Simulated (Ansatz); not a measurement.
The reference is Na in the bcc (W type) structure (space group Im-3m, No. 229; relaxed with 0.1 eV smearing).

Na is modelled in the cubic space group Im-3m (No. 229), the bcc (W type) structure, Pearson symbol cI2. Cell: a = b = c = 4.1735 Å, α = β = γ = 90.00°. Na on 2a sees 8 Na at 3.614 Å and 6 Na at 4.173 Å. (Neighbours: up to the widest gap in distance over summed covalent radii, below 1.35, at either atom.)
(The calculation used a cell of 1 atom; values per cell refer to that cell.)

The values are results of PBEsol, PAW, 420 eV (Ansatz, a first-principles code; scalar-relativistic without spin-orbit coupling), not measurements.

Strains are applied to the cell and any free atomic positions relax.

One change was made to it. Results:

```json
[
 {"quantity": "pressure", "base": "0.0 GPa", "after": "-0.4 GPa"},
 {"quantity": "energy relative to the base (free energy F)", "base": "0 meV/atom", "after": "+3.0 meV/atom"}
]
```

### Question
What was done to the base?
A) isotropic strain +2.00 %
B) isotropic strain +0.50 %
C) isotropic strain −2.50 %

### Answer
A, isotropic strain +2.00 %. For comparison, the energy relative to the base in the other runs: isotropic strain +0.50 % gives +0.2 meV/atom; isotropic strain −2.50 % gives +5.3 meV/atom.

Whether these cells are dynamically stable was not tested.
